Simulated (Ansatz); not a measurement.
W: response to strain

Start from W in the bcc (W type) structure (space group Im-3m, No. 229; a = 3.169 Å; relaxed with 0.1 eV smearing). Axes: x, y, z lie along the cube axes.

Strains are applied to the cell and any free atomic positions relax; under biaxial strain the out-of-plane vector relaxes too.

All numbers come from r2SCAN in Ansatz (plane waves to 500 eV, PAW, scalar-relativistic without spin-orbit coupling).

Notes on the quantities. energy relative to the base: free energy F; in-plane stress: mean in-plane stress (compression positive).

| case | energy relative to the base | in-plane stress | out-of-plane strain |
|---|---|---|---|
| base | 0 meV/atom | – | – |
| biaxial strain −2.50 %, plane normal [111], relaxed out of plane | +36 meV/atom | +14.6 GPa | +2.36 % |
| biaxial strain −2.08 %, plane normal [111], relaxed out of plane | +24 meV/atom | +12.1 GPa | +1.93 % |
| biaxial strain −1.67 %, plane normal [111], relaxed out of plane | +16 meV/atom | +9.6 GPa | +1.52 % |
| biaxial strain −1.25 %, plane normal [111], relaxed out of plane | +8.7 meV/atom | +7.1 GPa | +1.12 % |
| biaxial strain −0.83 %, plane normal [111], relaxed out of plane | +3.8 meV/atom | +4.7 GPa | +0.73 % |
| biaxial strain −0.42 %, plane normal [111], relaxed out of plane | +1.0 meV/atom | +2.3 GPa | +0.36 % |

Stability against distortions was not tested. All final runs are without spin polarisation.

Ansatz is a program for electronic structure.
